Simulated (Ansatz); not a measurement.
The reference is SnTe in the rock salt structure (space group Fm-3m, No. 225; a = 6.409 Å).

Perturbation: every lattice vector is stretched by 5.02 %, atoms relaxed at fixed cell.

Levels (all Ansatz, a first-principles code, PAW, earlier PAW set): PBE (420 eV, scalar-relativistic without spin-orbit coupling); r2SCAN (500 eV, no spin-orbit coupling); HSE06 (420 eV, without spin-orbit coupling); PBE+SOC (420 eV, spin-orbit coupling included); HSE06+SOC (420 eV, noncollinear with spin-orbit coupling).

One geometry, relaxed with PBE, under each level:

| level | band gap | lowest conduction level above the VBM at special points | electron mass | hole mass | pressure |
|---|---|---|---|---|---|
| PBE | 0.40 eV | L 0.40 eV; W 1.12 eV; U 2.89 eV; K 2.89 eV | 0.18 mₑ along k, 0.12 mₑ across (at L) | 0.22 mₑ along k, 0.069 mₑ across (at L) | -4.30 GPa |
| r2SCAN | 0.55 eV | L 0.55 eV; W 1.19 eV; U 2.99 eV; K 2.99 eV | 0.21 mₑ along k, 0.13 mₑ across (at L) | 0.26 mₑ along k, 0.063 mₑ across (at L) | -5.06 GPa |
| HSE06 | 0.72 eV | L 0.72 eV; W 1.47 eV; U 3.38 eV; Γ 3.77 eV | – | – | – |
| PBE+SOC | 0.23 eV | L 0.23 eV; W 1.04 eV; U 2.57 eV; K 2.57 eV | 0.16 mₑ along k, 0.056 mₑ across (at L) | 0.17 mₑ along k, 0.046 mₑ across (at L) | -4.24 GPa |
| HSE06+SOC | 0.52 eV | L 0.52 eV; W 1.38 eV; U 3.04 eV; Γ 3.11 eV | – | – | – |

Single points use the geometry relaxed with PBE. Their cutoffs differ, which shifts pressures a little. HSE06 gaps are upper bounds (no full band path). Differences between runs with and without spin-orbit coupling are approximate. Spin-orbit coupling, missing from the scalar runs, can matter with Te. The cells carry an imposed strain or load. Effective masses come from finite differences of ±0.01 Å⁻¹. Along k means along the line from Γ to the band edge. No phonon test of stability was made. A zero or small gap of SnTe can be the functional's error rather than a property of the material.
